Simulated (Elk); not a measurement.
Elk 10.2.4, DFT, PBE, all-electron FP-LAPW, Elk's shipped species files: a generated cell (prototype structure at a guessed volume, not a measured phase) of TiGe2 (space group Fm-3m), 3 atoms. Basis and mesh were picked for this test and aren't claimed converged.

```
Property                                                 Value
-----------------------------  -------------------------------
cell                           4.46, 4.46, 4.46 Å; 60, 60, 60°
task                                              ground state
xctype                                                      20
swidth                                           0.001 Hartree
k mesh (ngridk)                                          6×6×6
maxscl                                                     100
rgkmax                                             7 (default)
empty states an atom (nempty)                      4 (default)
epspot (Hartree)                               1e-06 (default)
epsengy (Hartree)                             0.0001 (default)
k-points after symmetry                                     16
largest matrix size                                        233
valence states                                              32
```

Settings of this run: mixtype = 0, beta0 = 0.3, tefvit = false; 4 threads, 1 BLAS thread.

```tsv
loop	total energy (Hartree)	RMS change in potential
1	-5055.71146496	-
2	-5056.95201748	0.1742074137
3	-5055.27703854	0.1230391348
4	-5055.45852134	0.1076675333
5	-5053.30132559	0.8960542190E-01
6	-5054.63731597	0.1140275410
7	-5051.84984611	0.1279797981
8	-5054.71428271	0.1722334755
9	-5050.66995149	0.2006135475
10	-5055.34047659	0.2503551807
11	-5048.53452342	0.2759124562
12	-5056.08432326	0.3180960369
13	-5049.17779941	0.3392257171
14	-5056.37524855	0.3671516222
…	…	…
51	-5048.48968023	0.3955656275
52	-5056.44362588	0.3955656288
53	-5048.48968050	0.3955656310
54	-5056.44362582	0.3955656311
55	-5048.48968046	0.3955656325
56	-5056.44362586	0.3955656327
57	-5048.48968037	0.3955656335
58	-5056.44362586	0.3955656334
…	…	…
93	-5048.48968032	0.3955656344
94	-5056.44362586	0.3955656340
95	-5048.48968034	0.3955656341
96	-5056.44362582	0.3955656337
97	-5048.48968032	0.3955656340
98	-5056.44362581	0.3955656339
99	-5048.48968031	0.3955656342
100	-5056.44362586	-
```

The run ended without self-consistency in 100 loops.

**Question.** What should be changed so that self-consistency is reached?

**Answer.** Several could match; the one computed here: mixtype = 1, beta0 = 0.1 (33 self-consistent loops) or mixtype = 1, beta0 = 0.05 (default) (34 self-consistent loops), all else kept. The other changes of this size gave: mixtype = 1, beta0 = 0.01 (48). With more settings changed, the fewest of all runs of this system: mixtype = 3 (default), beta0 = not set, mixsdb = 3, broydpm = [0.4, 0.15] (default) (15). Counts are of single runs.
